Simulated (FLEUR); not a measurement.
Band structure of Ta (Im-3m, 1 atom in the cell).

```xyz
1
Lattice="-1.6500 1.6500 1.6500 1.6500 -1.6500 1.6500 1.6500 1.6500 -1.6500" Properties=species:S:1:pos:R:3 pbc="T T T"
Ta     0.0000     0.0000     0.0000
```

Computed with FLEUR with PBE, all-electron FLAPW (FLEUR), scalar-relativistic valence.

Settings: Kmax = 4 1/bohr; GmaxXC = 16 1/bohr; xcFunctional = pbe; jspins = 1; l_soc = F; mode = hist; fermiSmearingEnergy = 0.00183747 Htr; mesh (inpgen div1-3) = 14 14 14; inpgen gamma flag = true; Gmax = 16 1/bohr; numbands = 0; maxIterBroyd = 15; imix = Anderson; alpha = 0.05.

The starting cell has typed, rounded lattice constants, without a prior relaxation at this level. Spin-orbit coupling is off. Spin polarisation is off. Values depend on the basis (sphere radii, cutoffs, local orbitals), which need not be converged.

Levels in eV from the Fermi level, bands 10 to 17:
```tsv
point	10	11	12	13	14	15	16	17
Γ	-18.75	-18.70	-7.91	0.73	0.73	0.73	4.02	4.02
H	-18.73	-18.73	-3.81	-3.81	6.88	6.88	6.88	8.64
N	-18.75	-18.73	-4.38	-1.55	1.62	3.90	4.94	7.86
P	-18.76	-18.76	-1.22	-1.22	-1.22	5.12	5.12	7.11
```
